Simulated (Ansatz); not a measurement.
## Band edges of zincblende SiC (F-43m) under hydrostatic pressure

Cell and atoms are relaxed with PBEsol to each stress (compression positive); bands and masses by PBEsol, rigid bands (plane waves, PAW, scalar-relativistic; Ansatz, a first-principles code).

```
CELL_PARAMETERS angstrom
      0.00000     2.17840     2.17840
      2.17840     0.00000     2.17840
      2.17840     2.17840     0.00000
ATOMIC_POSITIONS crystal
  Si 0.25000 0.25000 0.25000
  C  0.00000 0.00000 0.00000
```

```
stress (GPa)  ln(V/V₀) (%)  gap (eV)  mean mₑ*
------------  ------------  --------  --------
-2.00                 0.92     1.252      0.30
0                        0     1.244      0.30
5.00                 -2.16     1.223      0.29
15.00                -6.02     1.188      0.29
```

 Masses are conductivity masses at 300 K in electron masses, harmonic means over x, y and z.

Question: Estimate the bulk modulus from the two loads next to zero.

Answer: B ≈ −Δp/Δln V = 7.00 GPa/3.08 % = 230 GPa (PBEsol), a mean over this interval.

Question: How fast does the gap move on either side of zero load?

Answer: Under tension, (1.252 − 1.244) eV over -2.00 GPa = -4 meV/GPa, or about 0.9 eV per unit ln V; under compression, (1.188 − 1.244) eV over 15.00 GPa = -4 meV/GPa, or about 0.9 eV per unit ln V. The two slopes part by 0 meV/GPa; gaps are resolved to about 0.01 eV, which allows 6 meV/GPa, so these rows don't tell them apart.

Masses are those of dilute carriers in rigid bands with one relaxation time, without polarons. Third decimals of gaps are kept for the arithmetic. Spin-orbit coupling is left out; it splits the top of the valence band and so changes the gap and its response. Every relaxation keeps the zincblende phase (space group F-43m under this load), so a transition, a distortion that breaks the symmetry or fracture can't show.
